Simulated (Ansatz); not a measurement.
Start from GaN in the wurtzite structure (space group P6_3mc, No. 186; a = 3.183 Å, c = 5.184 Å). Axes: x lies along a and z along c of the hexagonal cell.

The values are results of r2SCAN (Ansatz, a program for electronic structure; PAW; 500 eV plane waves; no spin-orbit coupling), not measurements.

Base values:

- Electron mass: 0.17 mₑ along c, 0.19 mₑ across (at Γ)
- Valence-band top at Γ: 0.00, 0.00, -0.04 eV

Perturbation: compressive biaxial strain of 3.95 % in the plane normal to [001], as in epitaxy on a mismatched substrate; the out-of-plane cell vector and the atoms relax.

Q: Predict the new electron mass and valence-band top at Γ.

A: The electron mass becomes 0.16 mₑ out of plane, 0.22 mₑ in plane (at Γ) (base: 0.17 mₑ along c, 0.19 mₑ across (at Γ)); the valence-band top at Γ (three highest levels, from the VBM) becomes 0.00, 0.00, -0.50 eV (base: 0.00, 0.00, -0.04 eV).

The levels and masses belong to the bands next to the band gap. Masses are band curvatures over ±0.01 Å⁻¹ around the edge. No phonon test of stability was made.
